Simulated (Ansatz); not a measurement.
The parent structure is W in the bcc (W type) structure (space group Im-3m, No. 229; a = 3.1353 Å; relaxed with 0.1 eV smearing). Axes: x, y, z lie along the cube axes.

The values are results of DFT with LDA, PAW potentials and a 420 eV plane-wave cutoff in Ansatz (an electronic-structure program), no SOC, not measurements.

Modification: a pure shear with ε_xy = ε_yx = 0.0171, atoms relaxed at fixed cell.

**Question.** What happens to the stress?

**Answer.** The stress (xx, yy, zz, yz, xz, xy; compression positive) comes out as (0.3, 0.3, 0.4, 0.0, 0.0, -5.1) GPa.

**Question.** What does the calculation give for the energy relative to the base after the change?

**Answer.** The energy increases by 8.5 meV/atom.

The cells carry an imposed strain or load. No phonon test of stability was made. The final runs are not spin-polarised.
